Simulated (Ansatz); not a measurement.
## Response to strain in SnO2

Take SnO$_{2}$ in the rutile structure (space group P4_2/mnm, No. 136; a = 4.722 Å, c = 3.190 Å) as the base. Axes: x, y, z lie along a, b, c of the conventional cell.

Strains are applied to the cell and any free atomic positions relax.

The values are results of Kohn–Sham DFT with the LDA functional, run in Ansatz (an electronic-structure program) with PAW and 420 eV plane waves, no spin-orbit coupling, not measurements.

Notes on the quantities. energy relative to the base: free energy F.

```csv
uniaxial strain ε_xx (%),energy relative to the base (meV/atom)
-3,8.4
-2.4,5.4
-1.8,3.0
-1.2,?
-0.6,0.3
0,0.0
```

Q: Fit ΔE = Aε² + Bε³ (ε in %) to the rows shown and predict the withheld row.

A: Least squares on the printed values gives A = 0.926 and B = -0.0028 meV/atom (largest residual 0.0 meV/atom); this predicts 1.3 meV/atom, and the run gives 1.3 meV/atom, in agreement.

Stability against distortions was not tested.
